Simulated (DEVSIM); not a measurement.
# Si/Ge n-p heterojunction

Structure: Si/Ge n-p heterojunction, at 300 K.

```tsv
layer (left to right)	material	thickness (μm)	Nd (cm⁻³)	Na (cm⁻³)	τn (s)	τp (s)
1	Si	1.40	6.7e16	-	6.1e-7	1.8e-5
2	Ge	0.710	-	3.9e15	6.1e-7	6.1e-7
```

Left contact: ohmic. Right contact: ohmic. Voltage is applied to the left contact. Recombination: SRH at mid-gap, radiative, Auger. Mobility is μmin + (μ − μmin)/(1 + (N/Nref)^α).

This is a model device: material constants are rounded textbook-type values typed into the input, and sizes, dopings and lifetimes were drawn at random. Values at 300 K.

```
parameter           Si       Ge
-------------  -------  -------
gap (eV)         1.124    0.664
affinity (eV)     4.05        4
permittivity      11.7       16
Nc (cm⁻³)      2.86e19  1.04e19
Nv (cm⁻³)       3.1e19     6e18
μn (cm²/Vs)       1417     3900
μp (cm²/Vs)        470     1900
μn,min              52      150
μp,min              45      100
Nref,n          9.7e16   2.6e17
Nref,p          2.2e17     4e17
αn                0.68     0.56
αp                0.72      0.6
B (cm³/s)      4.7e-15  6.4e-14
Cn (cm⁶/s)     2.8e-31    1e-31
Cp (cm⁶/s)     9.9e-32    1e-31
```

Simulated with DEVSIM: 1D drift-diffusion, Boltzmann statistics, complete ionisation; no tunnelling, impact ionisation, image-force lowering or self-heating. Band offsets follow the typed affinities; no thermionic-emission limit at abrupt steps, no polarisation charge.

```
Quantity                                           Result
---------------------------------------------  ----------
Potential step across the device at zero bias     0.268 V
Largest field in the device at zero bias       19000 V/cm
Dark forward voltage at 1 A/cm²                   0.088 V
Dark forward voltage at 100 A/cm²                 0.216 V
```

Small-signal capacitance in reverse bias (quasi-static):

```json
[
 {"V (V)": "0.1", "C (nF/cm²)": "35.4"},
 {"V (V)": "0.25", "C (nF/cm²)": "29.4"},
 {"V (V)": "0.5", "C (nF/cm²)": "23.9"},
 {"V (V)": "0.75", "C (nF/cm²)": "20.9"},
 {"V (V)": "1", "C (nF/cm²)": "19.4"},
 {"V (V)": "1.5", "C (nF/cm²)": "18.3"},
 {"V (V)": "2", "C (nF/cm²)": "18.0"},
 {"V (V)": "2.5", "C (nF/cm²)": "17.7"},
 {"V (V)": "3.25", "C (nF/cm²)": "17.3"}
]
```

Dark reverse current:

```json
[
 {"V (V)": "0.10", "J (A/cm²)": "0.047"},
 {"V (V)": "0.25", "J (A/cm²)": "0.062"},
 {"V (V)": "0.50", "J (A/cm²)": "0.096"},
 {"V (V)": "0.75", "J (A/cm²)": "0.16"},
 {"V (V)": "1.00", "J (A/cm²)": "0.26"},
 {"V (V)": "1.50", "J (A/cm²)": "0.57"},
 {"V (V)": "2.00", "J (A/cm²)": "0.93"},
 {"V (V)": "2.50", "J (A/cm²)": "1.3"},
 {"V (V)": "3.25", "J (A/cm²)": "1.9"}
]
```
